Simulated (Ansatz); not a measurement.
**TiO2: strain tensor (xx, yy, zz, yz, xz, xy) = (−2.63, +0.73, +0.07, +0.12, −0.65, +0.80) %**

The reference is TiO₂ in the anatase structure (space group I4_1/amd, No. 141; a = 3.7697 Å, c = 9.5521 Å). Axes: x, y, z lie along a, b, c of the conventional cell.

The change: the symmetric strain tensor [-0.0263 0.0080 -0.0065; 0.0080 0.0073 0.0012; -0.0065 0.0012 0.0007]; the atoms relax in the strained cell.

The values are results of DFT with PBEsol, PAW potentials and a 420 eV plane-wave cutoff in Ansatz (a quantum-chemistry and plane-wave program), spin-orbit coupling left out, not measurements. k-mesh 12×12×12 (Γ-centred); smearing 0.05 eV (Fermi–Dirac).

- Volume per atom = 11.10 Å³ (base 11.31 Å³)
- Shortest interatomic distance = 1.888 Å (base 1.928 Å)
- Energy relative to the base (free energy F) = +8.6 meV/atom
- Pressure (mean of the normal stresses, compression positive) = 4.60 GPa (base 0.00 GPa)
- Band gap = 2.18 eV (base 2.11 eV)
- Gap character = indirect, Γ–V₂ (87 % along) → Γ
- Smallest direct gap = 2.49 eV (base 2.44 eV)
- Largest internal atomic displacement = 0.038 Å
- Stress (xx, yy, zz, yz, xz, xy; compression positive) = (9.04, 1.52, 3.24, -0.06, 0.63, -0.95) GPa

Cost of the whole job for the changed cell (relaxation, final SCF and bands): about 20 core-minutes (a rough figure).

Stability against distortions was not tested. The base started in C2/c and relaxed to I4_1/amd at this level. All final runs are without spin polarisation. k-point labels follow each cell's own Brillouin zone.
